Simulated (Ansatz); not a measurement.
# Effect of isotropic strain +3.34 % on ZnSe

Start from ZnSe in the zinc blende structure (space group F-43m, No. 216; a = 5.6661 Å).

Modification: every lattice vector is stretched by 3.34 %; the atoms relax in the strained cell.

Calculations: Kohn–Sham DFT with the r2SCAN functional, run in Ansatz (a quantum-chemistry and plane-wave program) with PAW and 500 eV plane waves, no spin-orbit coupling, earlier PAW set. Γ-centred 10×10×10 mesh, Fermi–Dirac width 0.05 eV.

| quantity | base | changed | shift |
|---|---|---|---|
| space group | F-43m (No. 216) | F-43m (No. 216) | – |
| shortest interatomic distance | 2.453 Å | 2.535 Å | +0.082 Å |
| energy relative to the base (free energy F) | 0 meV/atom | +42 meV/atom | +42 meV/atom |
| pressure | 0.00 GPa | -5.18 GPa | -5.174 GPa |
| band gap | 1.86 eV | 1.46 eV | -0.407 eV |
| gap character | direct at Γ | direct at Γ | – |
| mean gap deformation potential ΔEg/Δln V | – | -4.1 eV | – |
| width of the top valence band | 2.71 eV | 2.27 eV | -0.44 eV |
| electron mass | 0.12 mₑ (at Γ) | 0.11 mₑ (at Γ) | – |
| hole mass (degenerate bands, along [100]) | 0.13, 0.60, 0.60 mₑ (at Γ) | 0.11, 0.69, 0.69 mₑ (at Γ) | – |
| valley order (the lowest conduction-band minima on the path, energy above the VBM, named in the base's zone) | Γ 1.86 eV; L along ⟨111⟩ 3.05 eV; X along ⟨100⟩ 3.34 eV | Γ 1.46 eV; L along ⟨111⟩ 2.86 eV; X along ⟨100⟩ 3.54 eV | – |

Masses are band curvatures over ±0.01 Å⁻¹ around the edge. No phonon test of stability was made.
